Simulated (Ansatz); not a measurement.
**Cd2P3Cl (C2/c, No. 15; cell taken from a computed entry): band gap by level of theory**

No measured value is used here.

```
level (code)              value (eV)
-------------------  ---------------
LDA (Ansatz)                    1.03
PBEsol (Ansatz)                 1.08
r²SCAN+SOC (Ansatz)  1.55 (indirect)
HSE06+SOC (Ansatz)   2.09 (indirect)
PBE0 (Ansatz)                   2.75
```

Computed values are for a static lattice. Levels without +SOC have no spin–orbit coupling; where heavier elements are present it shifts gaps, mostly down, and can invert bands.  r²SCAN+SOC: the gap is read on the k mesh or supercell of the run alone and can be too large. Values are at the PBEsol cell. Cutoffs and k meshes differ between the levels. Ansatz's density-functional and Hartree–Fock values are scalar-relativistic unless marked +SOC, with PAW data made under PBE.

Ansatz is a quantum-chemistry and plane-wave program.
